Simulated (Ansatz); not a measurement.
Start from KI in the rock salt structure (space group Fm-3m, No. 225).

```yaml
crystal:
  lattice:
    - [0.00000, 3.50280, 3.50280]
    - [3.50280, 0.00000, 3.50280]
    - [3.50280, 3.50280, 0.00000]
  atoms:
    - { symbol: K, position: [0.00000, 0.00000, 0.00000] }
    - { symbol: I, position: [0.50000, 0.50000, 0.50000] }
```

Cartesian axes are those of the cell as printed.

Level of theory: Kohn–Sham DFT with the PBEsol functional, run in Ansatz (an electronic-structure program) with PAW and 420 eV plane waves, no SOC.

Base values:

The band gap is 3.87 eV. The valence-band top at Γ is 0.00, 0.00, 0.00 eV.

It is then changed as follows: biaxial strain −1.00 %, plane normal [001], relaxed out of plane (Cartesian); in-plane vectors clamped, the third vector and the atoms free.

Q: Estimate the effect on the energy relative to the base, band gap and valence-band top at Γ.

A: The energy rises by 0.9 meV/atom; the band gap rises by 0.04 eV (3.87 eV → 3.91 eV); the valence-band top at Γ (three highest levels, from the VBM) changes from 0.00, 0.00, 0.00 eV to 0.00, 0.00, -0.01 eV.

Spin-orbit coupling, missing from the scalar runs, can matter with I. Stability against distortions was not tested.
